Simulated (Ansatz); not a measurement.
Base system: Ru in the hcp (Mg type) structure (space group P6_3/mmc, No. 194; a = 2.704 Å, c = 4.263 Å; relaxed with 0.1 eV smearing). Axes: x lies along a and z along c of the hexagonal cell.

All numbers come from r2SCAN/PAW in Ansatz (an electronic-structure program), no SOC.

The change: the cell is compressed by 3.00 % along z with no lateral relaxation, atoms relaxed at fixed cell.

Predict the stress tensor and what it implies for the stiffness.

Stress of the strained cell less that of the base (GPa, compression positive):
```
    6.4     0.0     0.0
    0.0     6.4     0.0
    0.0     0.0    23.0
```

Then −Δσ_ii/ε with ε = -0.0300 gives secant stiffness values (nonlinear terms included at this strain): C33 ≈ 767 GPa, C13 ≈ 215 GPa and C23 ≈ 215 GPa.

As a check, the harmonic strain energy −½ V₀ Δσ:ε is 29 meV/atom; the computed energy rise is 28 meV/atom.

Stability against distortions was not tested. All final runs are without spin polarisation.
